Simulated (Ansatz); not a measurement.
Re: response to strain

Start from Re in the hcp (Mg type) structure (space group P6_3/mmc, No. 194; a = 2.752 Å, c = 4.440 Å; relaxed with 0.1 eV smearing).

Strains are applied to the cell and any free atomic positions relax.

All numbers come from Kohn–Sham DFT with the PBEsol functional, run in Ansatz (an electronic-structure program) with PAW and 420 eV plane waves, without spin-orbit coupling.

Notes on the quantities. energy relative to the base: free energy F.

```tsv
isotropic strain (%)	energy relative to the base (meV/atom)
-2.5	108.7
-2	68.4
-1.5	37.8
-0.5	4.1
0	0.0
0.5	3.9
1.5	?
2	59.7
2.5	91.7
```

Fit ΔE = Aε² + Bε³ (ε in %) to the rows shown and predict the withheld row.

Least squares on the printed values gives A = 16.0 and B = -0.54 meV/atom (largest residual 0.1 meV/atom); this predicts 34.2 meV/atom, and the run gives 34.2 meV/atom, in agreement.

Whether these cells are dynamically stable was not tested. All final runs are without spin polarisation.
